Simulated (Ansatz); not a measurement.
Base system: C in the diamond structure (space group Fd-3m, No. 227; a = 3.5603 Å). Axes: x, y, z lie along the cube axes.

The values are results of r2SCAN/PAW in Ansatz (a quantum-chemistry and plane-wave program), no SOC, not measurements.

For the base:

| Quantity | Value |
|---|---|
| Shortest interatomic distance | 154.2 pm |
| Band gap | 4.36 eV |

Modification: compressive biaxial strain of 2.08 % in the plane normal to [111], as in epitaxy on a mismatched substrate; the out-of-plane cell vector and the atoms relax.

**Question.** Predict the new shortest interatomic distance and band gap.

**Answer.** The shortest interatomic distance falls by 2.74 pm, from 154.2 pm to 151.4 pm; the band gap rises by 0.04 eV (4.36 eV → 4.40 eV).

Semilocal Kohn–Sham gaps tend to fall short of experiment. Whether these cells are dynamically stable was not tested.
